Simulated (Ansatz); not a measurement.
Results of PBEsol in Ansatz (plane waves, PAW) for AlCl3 (C2/m, No. 12).

Numerical settings: plane-wave cutoff 520 eV, 8×8×6 k mesh (along the axes of the cell as run), Fermi–Dirac smearing 0.01 eV, scalar-relativistic PAW data made under PBE.

Computed at the level's own relaxed cell.

### Question
Give the computed Γ–Γ gap, volume per atom, smallest direct gap on the k points sampled and band gap.

### Answer

- Γ–Γ gap: 5.50 eV
- volume per atom: 24.19 Å³/atom
- smallest direct gap on the k points sampled: 5.36 eV
- band gap: 5.33 eV (indirect)

Note: for a layered or molecular solid the relaxed cell lies over 5 % above the published volume, where the minimum can be shallow; the cell comes from a level without a dispersion term, which matters for the spacing of layers, chains or molecules; the volume lies 9 % above that of the published cell; the bulk modulus comes from volumes at which shape and atoms were relaxed.

Static lattice: no zero-point or thermal effects.

Cost on a shared machine: around 21 core-minutes (rough).

Ansatz is an electronic-structure program.
